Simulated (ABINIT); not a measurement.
# Worked example: self-consistent single point of TePdSe (P3m1, 3 atoms in the cell) in ABINIT

Method: PBEsol, PAW (JTH v2.0 PBE PAW, files made for PBE) (plane waves; ABINIT 10.0.3).

Input as run:

```
# TePdSe, JTH v2.0 PBE PAW
pp_dirpath "./"
pseudos "Te.GGA_PBE-JTH.xml, Pd.GGA_PBE-JTH.xml, Se.GGA_PBE-JTH.xml"
acell 7.4217861762 7.4217861762 9.5032248109
rprim
         1.0000000000   -0.0000000064    0.0000000000
        -0.4999999944    0.8660254070    0.0000000000
         0.0000000000    0.0000000000    1.0000000000
natom 3
ntypat 3
znucl 52 46 34
typat 1 2 3
xcart
         0.0000000000    0.0000000000    3.6738555895
         0.0000000146    2.2675086039    0.0448074099
         1.9637200616    1.1337542894    1.3102270006
      Angstrom
ecut 653 eV
pawecutdg 1306 eV
ixc -116133
occopt 7
tsmear 0.00367493
nband 21
kptopt 1
ngkpt 10 10 7
nshiftk 1
shiftk 0 0 0
nstep 50
tolvrs 1.0e-10
prtwf 0
prtden 0
prtvol 1
```

Output (repeated stretches shortened):

```
 Symmetries : space group P3 m 1 (#156); Bravais hP (primitive hexag.)

 -outvars: echo values of preprocessed input variables --------
            acell      7.4217861762E+00  7.4217861762E+00  9.5032248109E+00 Bohr
             ecut      2.39973095E+01 Hartree
              ixc     -116133
         kptrlatt       10    0    0      0   10    0      0    0    7
          kptrlen      6.65225737E+01
            natom           3
            nband          21
            ngfft          36      36      45
          ngfftdg          48      48      60
             nkpt          80
            nstep          50
             nsym           6
           ntypat           3
           occopt           7
        pawecutdg      4.79946190E+01 Hartree
            rprim      1.0000000000E+00 -6.4000000000E-09  0.0000000000E+00
                      -4.9999999440E-01  8.6602540700E-01  0.0000000000E+00
                       0.0000000000E+00  0.0000000000E+00  1.0000000000E+00
          spgroup         156
           tolvrs      1.00000000E-10
           tsmear      3.67493000E-03 Hartree
            typat      1  2  3
           useylm           1
             xred      0.0000000000E+00  0.0000000000E+00  7.3055000319E-01
                       3.3333333333E-01  6.6666666667E-01  8.9100000389E-03
                       6.6666666667E-01  3.3333333333E-01  2.6054000114E-01
            znucl       52.00000   46.00000   34.00000

== DATASET  1 ==================================================================

 Real(R)+Recip(G) space primitive vectors, cartesian coordinates (Bohr,Bohr^-1):
 R(1)=  7.4217862 -0.0000000  0.0000000  G(1)=  0.1347385  0.0777913  0.0000000
 R(2)= -3.7108930  6.4274554  0.0000000  G(2)=  0.0000000  0.1555826  0.0000000
 R(3)=  0.0000000  0.0000000  9.5032248  G(3)=  0.0000000  0.0000000  0.1052274
 Unit cell volume ucvol=  4.5333423E+02 bohr^3
 Angles (23,13,12)=  9.00000000E+01  9.00000000E+01  1.20000000E+02 degrees

 Coarse grid specifications (used for wave-functions):

 getcut: wavevector=  0.0000  0.0000  0.0000  ngfft=  36  36  45
         ecut(hartree)=     23.997   => boxcut(ratio)=   2.09959

 Fine grid specifications (used for densities):

 getcut: wavevector=  0.0000  0.0000  0.0000  ngfft=  48  48  60
         ecut(hartree)=     47.995   => boxcut(ratio)=   2.02450

   5.60686119E+03                                ecore*ucvol(ha*bohr**3)

 newkpt: prtvol=0 or 1, do not print more k-points.
_setup2: Arith. and geom. avg. npw (full set) are    2545.290    2545.280

--- !BeginCycle
solver: {iscf: 17, nstep: 50, nline: 4, wfoptalg: 10, }
tolerances: {tolvrs: 1.00E-10, }
...

     iter   Etot(hartree)      deltaE(h)  residm     nres2
 ETOT  1  -140.11977344455    -1.401E+02 7.375E+01 6.096E+01
 ETOT  2  -146.84161640537    -6.722E+00 5.511E-02 3.873E+01
 ETOT  3  -146.74958503702     9.203E-02 4.703E-02 4.842E+00
 ETOT  4  -146.76077018186    -1.119E-02 5.474E-02 3.884E+00
 ETOT  5  -146.75511142885     5.659E-03 1.338E-02 1.712E+00
 ETOT  6  -146.75126300925     3.848E-03 4.253E-03 1.187E-01
   [... 11 lines left out ...]
 ETOT 18  -146.75125037497    -8.345E-11 9.374E-05 1.606E-08
 ETOT 19  -146.75125037530    -3.389E-10 6.575E-05 3.917E-09
 ETOT 20  -146.75125037521     9.294E-11 5.947E-05 8.306E-10
 ETOT 21  -146.75125037519     2.456E-11 4.068E-05 3.034E-10
 ETOT 22  -146.75125037516     2.777E-11 3.611E-05 4.251E-11

 At SCF step   22       nres2   =  4.25E-11 < tolvrs=  1.00E-10 =>converged.

 Cartesian components of stress tensor (hartree/bohr^3)
  sigma(1 1)=  7.63548581E-05  sigma(3 2)=  0.00000000E+00
  sigma(2 2)=  7.63548571E-05  sigma(3 1)=  0.00000000E+00
  sigma(3 3)=  9.35495551E-05  sigma(2 1)= -1.81451245E-12

 ----iterations are completed or convergence reached----

 reduced coordinates (array xred) for    3 atoms
       0.000000000000      0.000000000000      0.730550003191
       0.333333333333      0.666666666667      0.008910000039
       0.666666666667      0.333333333333      0.260540001138
 cartesian forces (eV/Angstrom) at end:
    1     -0.00000000000000    -0.00000000000000    -0.13609367107339
    2     -0.00000000000000    -0.00000000000000     0.23885273620549
    3     -0.00000000000000    -0.00000000000000    -0.10275906513209
 frms,max,avg= 9.7827253E-02 2.3885274E-01   0.000E+00  0.000E+00  1.523E-05 e/A
 length scales=  7.421786176200  7.421786176200  9.503224810900 bohr
              =  3.927440091473  3.927440091473  5.028889978035 angstroms
 Fermi (or HOMO) energy (hartree) =  -0.00988   Average Vxc (hartree)=  -0.39352
 Eigenvalues (hartree) for nkpt=  80  k points:
 kpt#   1, nband= 21, wtk=  0.00143, kpt=  0.0000  0.0000  0.0000 (reduced coord)
  -3.13477   -1.87703   -1.87703   -1.87414   -0.53283   -0.41579   -0.23272   -0.19639
  -0.19639   -0.12933   -0.12933   -0.08853   -0.02085   -0.02085    0.02514    0.02514
   0.04576    0.11285    0.18213    0.25520    0.25520
      occupation numbers for kpt#   1
   2.00000    2.00000    2.00000    2.00000    2.00000    2.00000    2.00000    2.00000
   2.00000    2.00000    2.00000    2.00000    1.99998    1.99998    0.00000    0.00000
   0.00000    0.00000    0.00000    0.00000    0.00000
 prteigrs : prtvol=0 or 1, do not print more k-points.

--- !EnergyTerms
comment             : Components of total free energy in Hartree
kinetic             :  1.88831822930611E+01
hartree             :  3.78471435027510E+01
xc                  : -1.45442834235046E+01
Ewald energy        : -8.91536684428452E+01
psp_core            :  1.23680517317243E+01
local_psp           : -1.04475380161009E+02
spherical_terms     : -7.67599023366998E+00
internal            : -1.46750944733493E+02
'-kT*entropy'       : -3.10824956333534E-04
total_energy        : -1.46751255558449E+02
total_energy_eV     : -3.99330474693791E+03
...

-Cartesian components of stress tensor (GPa)         [Pressure= -2.4151E+00 GPa]
- sigma(1 1)=  2.24643711E+00  sigma(3 2)=  0.00000000E+00
- sigma(2 2)=  2.24643708E+00  sigma(3 1)=  0.00000000E+00
- sigma(3 3)=  2.75232247E+00  sigma(2 1)= -5.33847903E-08

 Calculation completed.
```

The run converged in 22 iterations.

The starting cell comes from a database of computed structures (which also holds hypothetical and non-ambient phases and stackings), without a prior relaxation at this level. Spin polarisation is off. The potentials were made for another functional than the one used.

These are the values that this program gave, and no reference: the one-centre exchange-correlation terms come from a truncated expansion.

Cost on one core of a shared machine: roughly 7 min.
